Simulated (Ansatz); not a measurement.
The reference is InP in the zinc blende structure (space group F-43m, No. 216; a = 5.9070 Å). Axes: x, y, z lie along the cube axes.

Modification: biaxial strain −2.50 %, plane normal [111], relaxed out of plane (Cartesian); in-plane vectors clamped, the third vector and the atoms free.

Method: r2SCAN in Ansatz (plane waves to 500 eV, PAW, without spin-orbit coupling).

Give the band edges at the high-symmetry points of the new zone, measured from its valence-band maximum.


| point | valence edge (eV) | conduction edge (eV) |
|---|---|---|
| Γ | 0.00 | 1.08 |
| T | -0.95 | 2.17 |
| H₂ | -3.16 | 4.31 |
| H₀ | -3.16 | 4.31 |
| L | -1.07 | 1.66 |
| S₀ | -2.26 | 2.34 |
| S₂ | -2.26 | 2.34 |
| F | -2.40 | 1.80 |

The gap is 1.08 eV, direct at Γ.

Whether these cells are dynamically stable was not tested. Labels are those of the standard path for the cell's own space group.

Ansatz is a quantum-chemistry and plane-wave program.
